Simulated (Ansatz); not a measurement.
The starting structures come from a database of crystals and need not be the phases stable at ambient conditions.

Inside the gap of an insulator the Bloch states are evanescent, with a wavenumber k + iκ along the transport direction.

Consider the following.

```
CELL_PARAMETERS angstrom
      5.86747     0.00000     0.00000
     -1.95582     5.53190     0.00000
      1.95582     2.76595     4.79077
ATOMIC_POSITIONS crystal
  Zr 0.12500 0.87500 0.75000
  Zr 0.37500 0.62500 0.25000
  Zr 0.25000 0.12500 0.12500
  Zr 0.75000 0.37500 0.37500
  Zr 0.87500 0.25000 0.87500
  Zr 0.62500 0.75000 0.62500
  N  0.36968 0.36968 0.63032
  N  0.63032 0.50000 0.00000
  N  0.50000 0.00000 0.86968
  N  0.00000 0.63032 0.50000
  N  0.13032 0.50000 0.00000
  N  0.86968 0.86968 0.13032
  N  0.00000 0.13032 0.50000
  N  0.50000 0.00000 0.36968
```

Space group of this cell: I-43d. The cell is taken as given; by PBEsol its mean pressure is -5.6 GPa.

Transport runs along the normal of the first two printed cell vectors, the (110) plane of the conventional cell.

The gap is the functional's own, uncorrected, and κ follows it; spin-orbit coupling is left out. Mid-gap values are interpolated between the computed energies.

Question: Estimate the band gap and the smallest decay constant κ at mid-gap that PBEsol run with Ansatz (an electronic-structure program) returns for this system.

Answer: Gap 0.62 eV on a 6×6×6 mesh; κ = 0.150 1/Å, at the zone centre.
